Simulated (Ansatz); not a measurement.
An Ansatz (an electronic-structure program) input (PBEsol, PAW, 420 eV (Ansatz; scalar-relativistic without spin-orbit coupling)):

Ansatz 0.2 input:
```yaml
crystal:
  lattice:
    - [0, 2.7860570915, 2.7860570915]
    - [2.7860570915, 0, 2.7860570915]
    - [2.7860570915, 2.7860570915, 0]
  atoms:
    - { symbol: O, position: [0.75, 0.75, 0.75] }
    - { symbol: Pb, position: [0, 0, 0] }
basis: { ecutwfc: 420, ecutrho_ratio: 4, xc_grid: 2, fft_grid_basis: typed }
kpoints: { mp_grid: { grid: [10, 10, 10] } }
hamiltonian:
  xc: pbesol
  dispersion: none
  pseudopotentials: { kind: paw }
scf: { occupations: { method: fermi_dirac, width: 0.05 }, convergence: { dr2_threshold: 0.0000000002 } }
output: { forces: true, stress: true }
checkpoint: { write: state.ck, write_every: 1000 }
```

**Question.** Which symmetry and how many k-points will the program report, and about how many plane waves at Γ?

**Answer.** Space group F-43m (ITA 216) with 24 operations, k-points 47 of 1000, and 869 plane waves at Γ.

Whether these cells are dynamically stable was not tested. The cell was made from PbTe by this change: Te → O; the result is a hypothetical phase, not in the database extracts checked.
